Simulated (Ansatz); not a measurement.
The starting structures come from a database of crystals and need not be the phases stable at ambient conditions.

Inside the gap of an insulator the Bloch states are evanescent, with a wavenumber k + iκ along the transport direction.

Consider the following.

```
BaBrCl
1.0
    5.06241     0.00000     0.00000
    0.00000     8.14813     0.00000
    0.00000     0.00000    10.28633
Ba Br Cl
4 4 4
Direct
  0.75000   0.72826   0.40674
  0.25000   0.27174   0.59326
  0.25000   0.77174   0.90674
  0.75000   0.22826   0.09326
  0.25000   0.86152   0.59199
  0.75000   0.13848   0.40801
  0.75000   0.63848   0.09199
  0.25000   0.36152   0.90801
  0.75000   0.49691   0.64754
  0.25000   0.50309   0.35246
  0.25000   0.00309   0.14754
  0.75000   0.99691   0.85246
```

Space group of this cell: Pnma. The cell is taken as given; by r2SCAN its mean pressure is -0.9 GPa.

Transport runs along the normal of the first two printed cell vectors.

The gap is the functional's own, uncorrected, and κ follows it; spin-orbit coupling is left out. Mid-gap values are interpolated between the computed energies.

**Question.** Compute, with r2SCAN run with Ansatz (a program for electronic structure), the band gap and the smallest decay constant κ at mid-gap.

**Answer.** Gap 5.54 eV on a 6×4×4 mesh; κ = 0.399 1/Å, at the zone centre.
